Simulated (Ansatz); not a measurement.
**BaHfO3: energy against volume**

BaHfO3 (cubic perovskite, Pm-3m, 14.373 Å³/atom and stress up to 0.01 GPa in the relaxed cell, cube axes along x, y and z) under an equal strain ε along all three axes. PBEsol in Ansatz, a plane-wave DFT program (PAW, default set), 420 eV, 8×8×8 Γ-centred mesh, Fermi-Dirac smearing 0.05 eV; ions are relaxed, or left where forces stay under 0.02 eV/Å, within the symmetry of each cell.

Here V stands for volume and E for E less E0.

| volume (Å³/atom) | E less E0 (meV/atom) | pressure (GPa) |
|---|---|---|
| 13.1175 | ? | ? |
| 13.6104 | 23.54 | 10.40 |
| 13.8614 | 10.23 | 6.64 |
| 14.1155 | 2.47 | 3.18 |
| 14.3726 | 0.00 | 0.00 |
| 14.6329 | 2.38 | -2.92 |
| 14.8963 | 9.40 | -5.59 |
| 15.1628 | 20.79 | -8.04 |

Taking the third-order Birch-Murnaghan form, a cubic in V^(-2/3) for E over the 7 complete rows: With u = V^(-2/3) - 0.169, the rows have u = 0.006423, 0.004299, 0.002213, 0.000165, -0.001847, -0.003824, -0.005765. Least squares gives E = -0.009 - 195.7·u + 596183·u² + 782553·u³. Residuals (row less fit): 0.003, 0.000, -0.016, 0.025, -0.001, -0.014, 0.006; standard error 0.019 (degrees of freedom: 3). Its minimum lies at u = 0.000164, so V0 = (0.169164)^(-3/2) = 14.37. There d²E/du² = 1193000 and d³E/du³ = 4695000, so B0 = (4/9) × 14.37^(-7/3) × 1193000 × 0.160218 = 169 GPa (the last factor turns the table's units into GPa), and B0' = 4 + (2/3) × 0.169164 × (4695000)/1193000 = 4.4. B0' rests on the cubic coefficient alone and has a standard error of 0.1 from these residuals.

Problem. Estimate the missing E (V = 13.1175); what did the run itself give?

Solution. u = 0.010790, so E = -0.009 - 195.7 × 0.010790 + 596183 × 0.010790² + 782553 × 0.010790³ = 68.273 meV/atom. The calculation gives 68.22 meV/atom, 0.053 meV/atom below the prediction (0.1 % of the range of E in the table). The row lies outside the fitted rows, so this is an extrapolation. From the scatter of the fitted rows alone, a prediction at this place has a standard error of 0.144 meV/atom, so the miss is 0.4 times that.

The primitive cell can neither tilt nor turn polar against its symmetry, as such crystals can under strain. Other structures, which can take over under pressure, weren't tried. The same form fitted to the pressure column gives B0' = 4.5; series where the two differ by over 0.4 aren't shown. Rows are the converged runs of the series near zero and its far end, less any whose ions stayed unrelaxed beside relaxed ones; series whose fitted rows scatter by over a few per cent of the range, as at a crossing or softening among them, aren't shown in this form.
